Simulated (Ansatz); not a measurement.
The starting structures come from a database of crystals and need not be the phases stable at ambient conditions.

 Where the default PAW files enter, the runs use the earlier of Ansatz's two default sets.

Inside the gap of an insulator the Bloch states are evanescent, with a wavenumber k + iκ along the transport direction.

Input:

```yaml
crystal:
  lattice:
    - [3.87416, 0.00000, 0.00000]
    - [0.00000, 13.59131, 0.00000]
    - [0.00000, -1.08541, 3.68429]
  atoms:
    - { symbol: Ta, position: [0.97729, 0.14580, 0.14580] }
    - { symbol: Ta, position: [0.97729, 0.85420, 0.85420] }
    - { symbol: Ta, position: [0.02271, 0.35420, 0.85420] }
    - { symbol: Ta, position: [0.02271, 0.64580, 0.14580] }
    - { symbol: O, position: [0.99794, 0.18523, 0.68523] }
    - { symbol: O, position: [0.99794, 0.81477, 0.31477] }
    - { symbol: O, position: [0.00206, 0.31477, 0.31477] }
    - { symbol: O, position: [0.00206, 0.68523, 0.68523] }
    - { symbol: O, position: [0.49235, 0.85107, 0.85107] }
    - { symbol: O, position: [0.49235, 0.14893, 0.14893] }
    - { symbol: O, position: [0.50765, 0.64893, 0.14893] }
    - { symbol: O, position: [0.50765, 0.35107, 0.85107] }
    - { symbol: O, position: [0.00500, 0.50000, 0.00000] }
    - { symbol: O, position: [0.99500, 0.00000, 0.00000] }
```

Space group of this cell: Pmmn. The cell is taken as given; by r2SCAN its mean pressure is -1.1 GPa.

Transport runs along the normal of the first two printed cell vectors.

The gap is the functional's own, uncorrected, and κ follows it; spin-orbit coupling is left out. Mid-gap values are interpolated between the computed energies.

**Question.** Predict the band gap and the smallest decay constant κ at mid-gap from r2SCAN run with Ansatz (a first-principles code).

**Answer.** Gap 2.81 eV on a 8×8×8 mesh; κ = 0.314 1/Å, at the zone centre.
